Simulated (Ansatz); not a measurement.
The starting structures come from a database of crystals and need not be the phases stable at ambient conditions.

The decay constant κ of evanescent states in the gap governs leakage through a thin film.

Data:

```yaml
crystal:
  lattice:
    - [7.25495, -0.04537, 0.06781]
    - [1.75016, 9.43727, -0.11970]
    - [0.79639, -1.39073, 3.08740]
  atoms:
    - { symbol: Ge, position: [0.82742, 0.31376, 0.40005] }
    - { symbol: Ge, position: [0.17258, 0.68624, 0.59995] }
    - { symbol: Pd, position: [0.22877, 0.02807, 0.41369] }
    - { symbol: Pd, position: [0.77123, 0.97193, 0.58631] }
    - { symbol: S, position: [0.73886, 0.47796, 0.10853] }
    - { symbol: S, position: [0.26114, 0.52204, 0.89147] }
    - { symbol: S, position: [0.64151, 0.14710, 0.32635] }
    - { symbol: S, position: [0.35849, 0.85290, 0.67365] }
    - { symbol: S, position: [0.15919, 0.20990, 0.13031] }
    - { symbol: S, position: [0.84081, 0.79010, 0.86969] }
```

Space group of this cell: C2/m. The cell was relaxed by PBE-D3(BJ).

Transport runs along the normal of the first two printed cell vectors.

The gap is the functional's own, uncorrected, and κ follows it; spin-orbit coupling is left out. Mid-gap values are interpolated between the computed energies.

Predict the band gap and the smallest decay constant κ at mid-gap from r2SCAN (Ansatz, an electronic-structure program).

Gap 1.31 eV on a 10×10×10 mesh; κ = 0.199 1/Å, at (0.000, 0.250) of the in-plane reciprocal vectors. At the zone centre, at the nearest computed energy, the slowest state has κ = 0.22 1/Å.
